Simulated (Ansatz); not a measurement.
Cost against accuracy: kpoints.mp_grid.grid for ZnO (P6_3mc, 4 atoms in the cell)

```yaml
crystal:
  lattice:
    - [3.26228, 0.00000, 0.00000]
    - [-1.63114, 2.82522, 0.00000]
    - [0.00000, 0.00000, 5.26227]
  atoms:
    - { symbol: Zn, position: [0.66667, 0.33333, 0.50059] }
    - { symbol: Zn, position: [0.33333, 0.66667, 0.00059] }
    - { symbol: O, position: [0.66667, 0.33333, 0.87972] }
    - { symbol: O, position: [0.33333, 0.66667, 0.37972] }
```

Level of theory: PBE0, default PAW files made with PBE (plane waves; Ansatz, an electronic-structure program).

Base settings: basis.ecutwfc = 420 eV; kpoints.mp_grid.grid = 6 6 3; hamiltonian.xc = pbe0; hamiltonian.pseudopotentials = {kind: paw} (the program's default PAW files); scf.occupations.method = fixed.

Misses are taken against the tightest run, 8 8 4, which need not be fully converged itself. The energy is the free energy per atom.

Core times come from one kind of shared machine and are given to one figure; runs under 30 s give none.

The starting cell comes from a database of computed structures (which also holds hypothetical and non-ambient phases and stackings), without a prior relaxation at this level. Its lattice was rescaled by a random factor within 2.5 % of one.

```csv
kpoints.mp_grid.grid,energy less reference (meV/atom),core time / reference (rough)
4 4 2,4.00,–
5 5 3,0.77,0.4
6 6 3,0.26,0.5
7 7 4,0.10,1.0
8 8 4,0.00,1
```

Coarsest setting among those run that, with all tighter ones, holds the energy within 1 meV/atom of the reference: 5 5 3, off by 0.77 meV/atom; it needs about 0.4 of the reference's time.

Coarsest setting among those run that, with all tighter ones, holds the energy within 0.5 meV/atom of the reference: 6 6 3, off by 0.26 meV/atom; its saving against the reference is no more than about a factor of 2 in time.

Keys are those of Ansatz 0.2.
